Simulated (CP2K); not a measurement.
Band structure of HgSe (F-43m, 2 atoms in the cell).

```
CELL_PARAMETERS angstrom
      4.30749     0.00000     0.00000
      2.15374     3.73040     0.00000
      2.15374     1.24347     3.51705
ATOMIC_POSITIONS crystal
  Hg 0.00000 0.00000 0.00000
  Se 0.75000 0.75000 0.75000
```

Method of the run: CP2K with PBE, GPW, DZVP-MOLOPT-SR-GTH basis, GTH-PBE potentials (GTH_POTENTIALS).

Settings: CUTOFF = 500 Ry; REL_CUTOFF = 60 Ry; SMEAR/METHOD = FERMI_DIRAC; ELECTRONIC_TEMPERATURE = 1160.45 K; KPOINTS/SCHEME = MONKHORST-PACK 9 9 9; XC_FUNCTIONAL = PBE; Hg/BASIS_SET = DZVP-MOLOPT-SR-GTH; Hg/POTENTIAL = GTH-PBE-q12; Se/BASIS_SET = DZVP-MOLOPT-SR-GTH; Se/POTENTIAL = GTH-PBE-q6; METHOD = GPW; EPS_DEFAULT = 1e-10; EXTRAPOLATION = USE_GUESS; NGRIDS = 5.

The starting cell comes from a database of computed structures (which also holds hypothetical and non-ambient phases and stackings), without a prior relaxation at this level. Its lattice was rescaled by a random factor within 2.5 % of one. Spin-orbit coupling is off. Values carry the incompleteness of an atom-centred basis. The run gives no clean gap (levels at the Fermi energy touch, overlap or are partly filled at this smearing), which alone does not show that the compound is a metal.

Levels in eV from the Fermi level, bands 6 to 11:
| point | 6 | 7 | 8 | 9 | 10 | 11 |
|---|---|---|---|---|---|---|
| Γ | -6.62 | -1.08 | -0.21 | -0.21 | -0.21 | 5.40 |
| X | -6.26 | -5.29 | -2.52 | -2.52 | 2.69 | 2.82 |
| W | -6.01 | -5.50 | -2.96 | -2.63 | 3.65 | 4.98 |
| K | -6.10 | -5.46 | -3.11 | -2.10 | 2.86 | 4.41 |
| L | -6.30 | -5.71 | -1.19 | -1.19 | 1.08 | 6.14 |
| U | -6.10 | -5.46 | -3.11 | -2.10 | 2.86 | 4.41 |

Bands cross the Fermi level along this path, so the cell is metallic at this level.

Higher empty bands are left out: an atom-centred basis made for the valence describes them poorly.
